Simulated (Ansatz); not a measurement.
Base system: Al in the fcc (Cu type) structure (space group Fm-3m, No. 225; a = 3.9839 Å; relaxed with 0.1 eV smearing). Axes: x, y, z lie along the cube axes.

Method: LDA (Ansatz, an electronic-structure program, PAW, scalar-relativistic without spin-orbit coupling).

Base values:

| Property | Value |
|---|---|
| Shortest interatomic distance | 2.817 Å |
| Pressure | 0.0 GPa |

One thing is altered: the cell is compressed by 2.00 % along z with no lateral relaxation, atoms relaxed at fixed cell.

**Question.** Predict the new shortest interatomic distance and pressure.

**Answer.** The shortest interatomic distance shrinks by 0.028 Å, from 2.817 Å to 2.789 Å; the pressure (mean of the normal stresses, compression positive) goes from zero to 1.8 GPa.

The cells carry an imposed strain or load. Stability against distortions was not tested.
